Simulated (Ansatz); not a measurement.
Results of LDA (Ansatz, a program for electronic structure, plane waves, PAW) for PtGa (model structure, started from the CoSn type, P6/mmm, No. 191, 6 atoms in the cell).

Settings: plane-wave cutoff 520 eV, 12×12×14 k mesh (along the axes of the cell as run), Fermi–Dirac smearing 0.05 eV, scalar-relativistic PAW data made under PBE.

Cell (relaxed at this level):

```cif
data_Ga3Pt3
_chemical_formula_sum 'Pt3 Ga3'
_space_group_name_H-M_alt 'P6/mmm'
_space_group_IT_number 191
_space_group_name_Hall '-P 6 2'
_cell_length_a 5.33128
_cell_length_b 5.33128
_cell_length_c 4.15488
_cell_angle_alpha 90.000
_cell_angle_beta 90.000
_cell_angle_gamma 120.000
loop_
_atom_site_label
_atom_site_type_symbol
_atom_site_symmetry_multiplicity
_atom_site_Wyckoff_symbol
_atom_site_fract_x
_atom_site_fract_y
_atom_site_fract_z
_atom_site_occupancy
Pt1 Pt 3 f 0.00000 0.50000 0.00000 1
Ga1 Ga 2 d 0.33333 0.66667 0.50000 1
Ga2 Ga 1 a 0.00000 0.00000 0.00000 1
```

**Question.** Estimate the bulk modulus that the calculation returns.

**Answer.** 
* **bulk modulus**: 172 GPa

The run finds no gap.

Note: the bulk modulus is −V dP/dV from two relaxed cells at ±2 % in volume; the relaxation could raise the start's symmetry but not lower it, so the cell can be a saddle point.

Spin–orbit coupling is not included.

Computed values are for the static lattice.

It cost around 2.2 core-minutes (rough) of CPU time.

A model structure was made by putting elements into a prototype or built by hand; it is no filed structure, need not be a known phase, and can be a saddle point held by its symmetry.
